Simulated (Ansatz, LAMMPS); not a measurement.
## Random Si-Ge alloy, 5x5x5 cubic cells, lattice parameter by Vegard's rule

Cell 28.07 × 28.07 × 28.07 Å, Si507Ge493, 1000 atoms. Prepared with Tersoff's 1989 multicomponent potential (SiCGe.tersoff) run with LAMMPS: minimisation. 

All values below come from PBE, support functions at accuracy medium on the grid of 370 eV (norm-conserving potentials; Ansatz, a first-principles code).

Basis: localised support functions (accuracy medium) on a full density matrix. k-points: zone centre alone; occupations: Fermi-Dirac, 0.020 eV; spin polarisation not allowed. Spin-orbit coupling is left out.

```
Item                                                                                             Result
--------------------------------------------  ---------------------------------------------------------
energy over the perfect crystal(s), per atom                                                20 meV/atom
Kohn-Sham gap of the cell on its k-mesh                                                         0.54 eV
coordination (neighbours within 2.896 Å)                                                 100.0 % 4-fold
Ge-Ge bonds, mean ± spread                                                              2.478 ± 0.008 Å
Ge-Si bonds, mean ± spread                                                              2.432 ± 0.009 Å
Si-Si bonds, mean ± spread                                                              2.386 ± 0.008 Å
bond angles, mean ± spread                                                                109.5° ± 1.3°
pressure                                                                                      -0.49 GPa
cost of the final run                         around 60 core-minutes (rough), 12 SCF iterations, 20 GiB
```
